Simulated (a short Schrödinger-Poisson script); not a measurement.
Stack: gated Al0.4Ga0.6As/GaAs modulation-doped gas in a quantum well, at 300 K.

| layer | material | thickness (nm) | Nd (cm⁻³) | Na (cm⁻³) |
|---|---|---|---|---|
| 1 | Al0.4Ga0.6As | 20 | - | - |
| 2 | Al0.4Ga0.6As | 20 | 7.1e17 | - |
| 3 | Al0.4Ga0.6As | 10 | - | - |
| 4 | GaAs | 15 | - | - |
| 5 | Al0.4Ga0.6As | 4000 | - | 2e14 |

Constants are typed, rounded textbook-type inputs, not results; the design itself was drawn at random and stands for no fabricated device. Al0.4Ga0.6As: permittivity 11.76, conduction-band edge (eV) 0.316, gap (eV) 1.923, electron mass (mₑ) 0.1002, Nv at 300 K (cm⁻³) 9e18. GaAs: permittivity 12.9, conduction-band edge (eV) 0, gap (eV) 1.424, Nv at 300 K (cm⁻³) 9e18.

Channel valleys (confinement mass, in-plane density-of-states mass, number): Γ 0.067, 0.067, 1. At the gate the conduction-band edge of layer 1 lies 1.07 eV − eVg above the Fermi level of the channel; the field vanishes at the back. The barrier under the gate holds no holes. Gaps are held at their typed values at every temperature. Mesh 0.08 nm at interfaces.

Solved with a short Schrödinger-Poisson script written for these runs: 1D Poisson equation in equilibrium, electrons quantum, Hartree plus LDA exchange-correlation (BenDaniel-Duke, 40 states a valley, the channel's in-plane mass for all, wave functions free to enter the barrier), parabolic valleys, classical holes, full ionisation, no traps, pinning or gate leakage.

The same stack at other levels of the model or other numerical settings:

| run | sheet density of all electrons at Vg = 0.5 V (cm⁻²) | sheet density of all electrons at Vg = 0 V (cm⁻²) | capacitance at Vg = 0.5 V (μF/cm²) | centroid of the channel electrons at Vg = 0.5 V (nm) | rough cost against the base |
|---|---|---|---|---|---|
| base | 4.27e11 | 1.54e9 | 0.180 | 6.34 | about 1 |
| electrons treated as classical, Boltzmann | 4.43e11 | 2.13e9 | 0.186 | 5.34 | 0.01 |
| electrons treated as classical, Fermi-Dirac | 4.33e11 | 2.13e9 | 0.181 | 5.71 | 0.08 |
| electrons treated as quantum, Hartree | 4.16e11 | 1.45e9 | 0.179 | 6.41 | 0.6 |
| mesh six times as coarse | 4.26e11 | 1.53e9 | 0.180 | 6.33 | 0.2 |
| one subband a valley | 4.20e11 | 1.35e9 | 0.179 | 6.10 | 0.2 |

The classical rows ignore confinement, and Boltzmann statistics overrate the density once the band edge passes the Fermi level.
